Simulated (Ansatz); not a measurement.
A computed series for AlN: response to strain

Base system: AlN in the wurtzite structure (space group P6_3mc, No. 186; a = 3.089 Å, c = 4.943 Å). Axes: x lies along a and z along c of the hexagonal cell.

Strains are applied to the cell and any free atomic positions relax.

Calculations: Ansatz (a quantum-chemistry and plane-wave program), LDA, PAW, cutoff 420 eV, spin-orbit coupling left out.

```json
[
 {"uniaxial strain ε_xx (%)": "-2.4", "band gap (eV)": "4.69"},
 {"uniaxial strain ε_xx (%)": "-1.8", "band gap (eV)": "?"},
 {"uniaxial strain ε_xx (%)": "-1.2", "band gap (eV)": "4.56"},
 {"uniaxial strain ε_xx (%)": "-0.6", "band gap (eV)": "4.49"},
 {"uniaxial strain ε_xx (%)": "0", "band gap (eV)": "4.42"}
]
```

Task: Fit E_g = E₀ + Dε (ε in %) to the rows shown and predict the withheld row.

Result: Least squares on the printed values gives E₀ = 4.42 eV, D = -112 meV per % of strain (largest residual 0.00 eV); this predicts 4.62 eV, and the run gives 4.62 eV, in agreement.

Stability against distortions was not tested.
